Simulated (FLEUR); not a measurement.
FLEUR run on a sheet of PtS2 (3 atoms in the cell): self-consistent single point.

Method of the run: PBEsol, all-electron FLAPW (FLEUR, film geometry), scalar-relativistic valence run with FLEUR.

```yaml
crystal:
  lattice:
    - [3.35403, 0.00000, 0.00000]
    - [-1.67701, 2.90467, 0.00000]
    - [0.00000, 0.00000, 16.79262]
  atoms:
    - { symbol: Pt, position: [0.00000, 0.00000, 0.50000] }
    - { symbol: S, position: [0.33333, 0.66667, 0.58315] }
    - { symbol: S, position: [0.66667, 0.33333, 0.41685] }
```

Reference input (self-consistent single point, DFT, PBE, all-electron FLAPW (FLEUR, film geometry), scalar-relativistic valence): Kmax = 4.1 1/bohr; GmaxXC = 16.4 1/bohr; xcFunctional = pbe; jspins = 1; l_soc = F; mode = hist; fermiSmearingEnergy = 0.00367493 Htr; mesh (inpgen div1-3) = 11 11 1; inpgen gamma flag = false; Gmax = 16.4 1/bohr; numbands = 0; maxIterBroyd = 25. This run's input differs from it in these lines:

```diff
@@ -15,2 +15,3 @@
 &comp jspins=1 /
+&exco xctyp='PBEs' /
 &kpt div1=11 div2=11 div3=1 /
@@ -27,3 +28,3 @@
       <coreElectrons ctail="T" frcor="F" kcrel="0" coretail_lmax="0"/>
-      <xcFunctional name="pbe" relativisticCorrections="F"/>
+      <xcFunctional name="PBEs" relativisticCorrections="F"/>
       <magnetism jspins="1"/>
```

Output (repeated stretches shortened):

```
 Iteration:     1   Distance:      21.18699498 me/bohr^3
 Iteration:     2   Distance:      18.76306525 me/bohr^3
 Iteration:     3   Distance:       7.70625621 me/bohr^3
 Iteration:     4   Distance:       4.29702134 me/bohr^3
 Iteration:     5   Distance:       2.05601986 me/bohr^3
   [... 12 lines left out ...]
 Iteration:    18   Distance:       0.00012958 me/bohr^3
 Iteration:    19   Distance:       0.00004602 me/bohr^3
 Iteration:    20   Distance:       0.00003642 me/bohr^3
 Iteration:    21   Distance:       0.00000764 me/bohr^3
 Reset of history
 Run finished successfully
 Stop message:
   Structural relaxation: new displacements generated

[file out, last iteration]
             iter=     22
[...]
          vacuum :                            -0.0652333075
 9990nmzxy=  100
 9992nmzdiff=  153
          vacuum :                            -0.2811856539
          total density-effective poten   -3.3737112590E+04
          vacuum :                            -0.1739504110
          total charge density-energy d   -4.0208889428E+02
 Updated energy parameters for spin:           1
[...]
 fermi energy and band-weighting factors:

[...]
FERMIE:
          first approx. to ef    (T=0)  :  -0.222532 htr   (energy of the highest occ. eigenvalue)
          number of occ. states  (T=0)  :        224
          first approx. to seigv (T=0)  : -21.995767 htr
   [... lines left out ...]
FERHIS:  Fermi-Energy by histogram:
          bandgap                     :   0.050890 htr
          charge neutrality (T=0)     :   0.000000    (zero if the highest occ. eigenvalue is "entirely" occupied)
     EF_NEWTON:  Adjust Fermi-Energy by Newton-Method.
 Direct bandgap for spin            1 :    6.0220569416829378E-002  Htr
 ---->    free energy=                    -19238.7498497563 htr
   [... lines left out ...]
      extrapolation for T->0
 ---->    total electron energy=          -19238.7498411997 htr
 ***** TOTAL FORCES ON ATOMS *****
 TOTAL FORCE FOR ATOM TYPE=  1  X=  0.000   Y=  0.000   Z=  0.000
                       FX_TOT= 0.000000 FY_TOT= 0.000000 FZ_TOT= 0.000000
 TOTAL FORCE FOR ATOM TYPE=  2  X=  3.169   Y= -1.830   Z=  2.639
                       FX_TOT= 0.000000 FY_TOT= 0.000000 FZ_TOT=-0.018734
```

The run converged in 21 iterations. FLEUR gives forces in its relaxation mode, with a further iteration, so its stop message speaks of a relaxation. Against the reference run the largest force goes from 0.523 to 0.963 eV/Å and the gap on the mesh goes from 1.439 to 1.385 eV.

The starting cell was generated: these elements placed on a structure prototype, without a prior relaxation; it need not be a known phase or ordering of this composition. Its lattice was rescaled in the plane by a random factor within 2.5 % of one. Spin-orbit coupling is off. Values depend on the basis (sphere radii, cutoffs, local orbitals), which need not be converged.

Cost on one core of a shared machine: roughly 2 min.
